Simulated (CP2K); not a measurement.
## One base run on CdCu₂GeSe₄ (I-42m, 8 atoms in the cell) and variants with one or two settings moved

```
CdCu2GeSe4
1.0
    6.97873     0.00000     0.00000
    2.08834     6.65894     0.00000
   -4.53353    -3.32947     4.13090
Cd Cu Ge Se
1 2 1 4
Cartesian
  0.00000   0.00000   0.00000
  3.48936   0.00000   2.06545
  1.04417   3.32947   2.06545
  4.53353   3.32947   0.00000
  4.63570   5.77789   0.00000
 -1.23448  -0.90661   2.21796
  6.90034   2.69427   0.00000
  3.29905   2.42285   1.91294
```

Base run A: LDA (Pade form), GPW, DZVP-MOLOPT-SR-GTH basis, GTH-PADE potentials (GTH_POTENTIALS) (CP2K), self-consistent single point.

Its settings: CUTOFF = 600 Ry; REL_CUTOFF = 60 Ry; SMEAR/METHOD = MARZARI_VANDERBILT; SIGMA = 0.136 eV; KPOINTS/SCHEME = MONKHORST-PACK 4 4 4; GAMMA_CENTERED = T; XC_FUNCTIONAL = PADE; Cd/BASIS_SET = DZVP-MOLOPT-SR-GTH-q12; Cd/POTENTIAL = GTH-PADE-q12; Cu/BASIS_SET = DZVP-MOLOPT-SR-GTH-q11; Cu/POTENTIAL = GTH-PADE-q11; Ge/BASIS_SET = DZVP-MOLOPT-SR-GTH-q4; Ge/POTENTIAL = GTH-PADE-q4; Se/BASIS_SET = DZVP-MOLOPT-SR-GTH-q6; Se/POTENTIAL = GTH-PADE-q6; METHOD = GPW; EPS_DEFAULT = 1e-11; NGRIDS = 5; SCF_GUESS = ATOMIC; EPS_SCF = 1e-07.

The starting cell comes from a database of computed structures (which also holds hypothetical and non-ambient phases and stackings), without a prior relaxation at this level. Its lattice was rescaled by a random factor within 2.5 % of one. Spin polarisation is off. Values carry the incompleteness of an atom-centred basis. In the base run, with a pressure of about -5 GPa the cell is away from its equilibrium volume at this level. The run gives no clean gap (levels at the Fermi energy touch, overlap or are partly filled at this smearing), which alone does not show that the compound is a metal.

ΔF is the free energy per atom less that of run A. A dash stands where there is no value to compare (another energy zero or no entropy term, no result, no spin, no clean gap, or a mesh too coarse for one). Total energies depend on the potentials, the functional and any Hubbard or dispersion term, so they are compared only between runs that share all of them.

Runs D sample the zone with one or two k-points, far too few for so small a cell.

Runs:
- B: XC_FUNCTIONAL: PADE → PBE:PBESOL; Cd/POTENTIAL: GTH-PADE-q12 → GTH-PBE-q12; Cu/POTENTIAL: GTH-PADE-q11 → GTH-PBE-q11; Ge/POTENTIAL: GTH-PADE-q4 → GTH-PBE-q4; Se/POTENTIAL: GTH-PADE-q6 → GTH-PBE-q6 [PBEsol]
- C: XC_FUNCTIONAL: PADE → PBE:PBESOL; Cd/POTENTIAL: GTH-PADE-q12 → GTH-PBE-q12; Cu/POTENTIAL: GTH-PADE-q11 → GTH-PBE-q11; Ge/POTENTIAL: GTH-PADE-q4 → GTH-PBE-q4; Se/POTENTIAL: GTH-PADE-q6 → GTH-PBE-q6; PAIR_POTENTIAL/TYPE: default → DFTD3(BJ); and 3 further keys [PBEsol-D3(BJ)+ATM]
- D: KPOINTS/SCHEME: MONKHORST-PACK 4 4 4 → default; GAMMA_CENTERED: T → default
- E: ADDED_MOS: 11 → 1
- F: 1 x 1 x 2 supercell, mesh divided to match; ADDED_MOS: 11 → 20; KPOINTS/SCHEME: MONKHORST-PACK 4 4 4 → MONKHORST-PACK 4 4 2
- G: MIXING/BETA: 1 1/bohr → 1.5 1/bohr
- H: MIXING/ALPHA: 0.3 → 0.4
- I: Cd/BASIS_SET: DZVP-MOLOPT-SR-GTH-q12 → TZV2P-MOLOPT-SR-GTH-q12; Cu/BASIS_SET: DZVP-MOLOPT-SR-GTH-q11 → TZV2P-MOLOPT-SR-GTH-q11; Ge/BASIS_SET: DZVP-MOLOPT-SR-GTH-q4 → TZV2P-MOLOPT-SR-GTH-q4; Se/BASIS_SET: DZVP-MOLOPT-SR-GTH-q6 → TZV2P-MOLOPT-SR-GTH-q6
- J: MIXING/NBUFFER: 10 → 4

```
run  ΔF (meV/atom)  pressure (GPa)  largest force (eV/Å)  k-points  valence electrons
---  -------------  --------------  --------------------  --------  -----------------
A             0.00           -4.69                 0.007        36                 62
B                –           -1.62                 0.172        36                 62
C                –           -3.36                 0.174        36                 62
D            252.2            1.18                 1.092         1                 62
E             0.00           -4.69                 0.007        36                 62
F             0.00           -4.69                 0.007        20                124
G             0.00           -4.69                 0.007        36                 62
H             0.00           -4.69                 0.007        36                 62
I            -45.5           -4.86                 0.041        36                 62
J             0.00           -4.69                 0.007        36                 62
```

Run F against A: The free energy is nearly the same (within 1 meV/atom), the pressure stays at -4.69 GPa and the largest force stays at 0.007 eV/Å.

Run C against A: The pressure goes from -4.69 to -3.36 GPa and the largest force goes from 0.007 to 0.174 eV/Å.

Run B against A: The pressure goes from -4.69 to -1.62 GPa and the largest force goes from 0.007 to 0.172 eV/Å.
